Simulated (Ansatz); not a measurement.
# How far PBE and r2SCAN part for ZnS, S → O

Base system: ZnS in the wurtzite structure (space group P6_3mc, No. 186; a = 3.8451 Å, c = 6.3057 Å).

(Cell as relaxed with PBE.)

Levels (all Ansatz, a quantum-chemistry and plane-wave program, PAW, earlier PAW set): PBE (420 eV, spin-orbit coupling left out); r2SCAN (500 eV, without spin-orbit coupling).

Each level relaxes its own structure.

| base | PBE | r2SCAN |
|---|---|---|
| volume per atom | 20.19 Å³ | 19.60 Å³ |
| lattice parameter a | 384.5 pm | 380.7 pm |
| band gap | 2.07 eV | 2.77 eV |

Now apply this change: O takes the place of S on all its sites, then cell and atoms are relaxed.

| quantity | PBE | r2SCAN |
|---|---|---|
| valence-band top at Γ (three highest levels, from the VBM) | 0.00, 0.00, -0.08 eV | 0.00, 0.00, -0.10 eV |
| band gap | 0.74 eV | 1.23 eV |
| electron mass | 0.14 mₑ (at Γ) | 0.19 mₑ (at Γ) |

PBE's band gap lies 0.49 eV below r2SCAN's. Neither level is exact; r2SCAN is the comparison here, not a measurement.

Effective masses come from finite differences of ±0.01 Å⁻¹. Whether these cells are dynamically stable was not tested.
